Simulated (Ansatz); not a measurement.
Consider SrTiO3 in the cubic perovskite structure (space group Pm-3m, No. 221; a = 3.891 Å).

All numbers come from Ansatz (a program for electronic structure), PBEsol, PAW, cutoff 420 eV, scalar-relativistic without spin-orbit coupling.

Before the change:

The band gap is 1.85 eV and the smallest direct gap is 2.19 eV. The shortest interatomic distance is 1.946 Å.

Perturbation: full substitution Sr → Ba; the structure is relaxed again.

**Question.** Predict the new band gap, smallest direct gap and shortest interatomic distance.

**Answer.** The band gap shrinks by 0.036 eV to 1.82 eV; the smallest direct gap falls by 0.30 eV (2.19 eV → 1.89 eV); the shortest interatomic distance goes up by 0.039 Å to 1.985 Å.

No phonon test of stability was made. All final runs are without spin polarisation. Many cubic perovskites are stable only at high temperature; tilts and polar distortions were not tested. This is not the structure that BaTiO3 has at room temperature and ambient pressure.
